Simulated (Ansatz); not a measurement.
The starting structures come from a database of crystals and need not be the phases stable at ambient conditions.

Crystal: Tl2WO4 (P-3m1, not sure to be the ambient phase, 14 atoms a cell, 22.8 Å³ an atom, -4 GPa at this level); planes in its conventional cell.

Level of theory: r2SCAN (plane waves, PAW; Ansatz, a first-principles code).

No gap correction and no spin-orbit coupling; mid-gap values are interpolated between computed energies.

```
plane  area of the cell (Å²)  mid-gap κ (1/Å)  largest κ in the gap (1/Å)
-----  ---------------------  ---------------  --------------------------
(001)                   36.6             0.44                        0.44
(100)                   56.6       (withheld)                  (withheld)
(101)                   67.4       (withheld)                  (withheld)
```

**Question.** The slowest decay depends on the direction. Supply the withheld values.

**Answer.** 
- (100), mid-gap κ (1/Å): 0.39
- (100), largest κ in the gap (1/Å): 0.40
- (101), mid-gap κ (1/Å): 0.39
- (101), largest κ in the gap (1/Å): 0.39
